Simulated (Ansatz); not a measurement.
For TaO₂F (P4₂/mmc, No. 131, 8 atoms in the cell; start mp-33997), LDA (plane waves, PAW; Ansatz, a first-principles code) gives:

| Item | Result |
|---|---|
| equilibrium lattice constant a | 3.912 Å |
| lattice parameter c | 7.664 Å |
| bulk modulus | 205 GPa |
| cohesive energy | 7.86 eV/atom |
| band gap | 2.09 eV |

Problem. What does r²SCAN (plane waves, PAW; Ansatz) give for the same quantities?

Solution. 
- lattice constant a: 3.943 Å (increases by 0.8 %)
- lattice parameter c: 7.703 Å (rises by 0.5 %)
- bulk modulus: 199 GPa (decreases by 2.9 %)
- cohesive energy: 6.74 eV/atom (decreases by 1.12 eV/atom)
- band gap: 2.57 eV (goes up by 0.48 eV)

Changes are worked out from the printed values.

Unless a cell is named, each level is at its own relaxed cell (LDA 14.66, r²SCAN 14.97 Å³/atom).

Levels without +SOC leave out spin–orbit coupling, which shifts energies and cells of such heavy elements.

Levels without +SOC have no spin–orbit coupling; where heavier elements are present it shifts gaps, mostly down, and can invert bands. Density-functional gaps are differences of (generalised) Kohn–Sham levels.

Caveats: the bulk modulus is −V dP/dV from two relaxed cells at ±2 % in volume (LDA, r²SCAN); the relaxation could not lower the start's symmetry, so the cell can be a saddle point above a distorted one (LDA, r²SCAN). Ansatz's density-functional and Hartree–Fock values are scalar-relativistic unless marked +SOC, with PAW data made under PBE.

A start named mp-… is a Materials Project structure, which need not be a measured phase.
